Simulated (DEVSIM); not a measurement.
Structure: abrupt Si p-n junction, at 250 K.

Layer 1 from the left is Si, thickness (μm) 1.40, Na (cm⁻³) 1.9e18, τn (s) 9e-6, τp (s) 9e-6. Layer 2 from the left is Si, thickness (μm) 0.930, Nd (cm⁻³) 2.7e16, τn (s) 9e-6, τp (s) 9e-6.

Left contact: ohmic. Right contact: ohmic. Voltage is applied to the left contact. Recombination: SRH at mid-gap, radiative. Mobility is μmin + (μ − μmin)/(1 + (N/Nref)^α).

The device is made up for the run: typed textbook-type constants, with dimensions and the other settings drawn at random. Values at 300 K; Nc and Nv go as T^1.5, mobilities as T to minus their exponent, the gap by Varshni's rule with the affinity fixed.

Si: gap (eV) 1.124, affinity (eV) 4.05, permittivity 11.7, Nc (cm⁻³) 2.86e19, Nv (cm⁻³) 3.1e19, μn (cm²/Vs) 1417, μp (cm²/Vs) 470, μn,min 52, μp,min 45, Nref,n 9.7e16, Nref,p 2.2e17, αn 0.68, αp 0.72, T exponent of μn 2.3, T exponent of μp 2.2, B (cm³/s) 4.7e-15, Varshni α (eV/K) 0.000473, Varshni β (K) 636.

Model (solved in DEVSIM): 1D drift-diffusion, Boltzmann statistics, complete ionisation; no tunnelling, impact ionisation, image-force lowering or self-heating.

What does the simulation give for the largest field in the device at zero bias, the potential step across the device at zero bias, the dark forward voltage at 100 A/cm²?

largest field in the device at zero bias 100000 V/cm; potential step across the device at zero bias 0.938 V; dark forward voltage at 100 A/cm² 0.809 V.
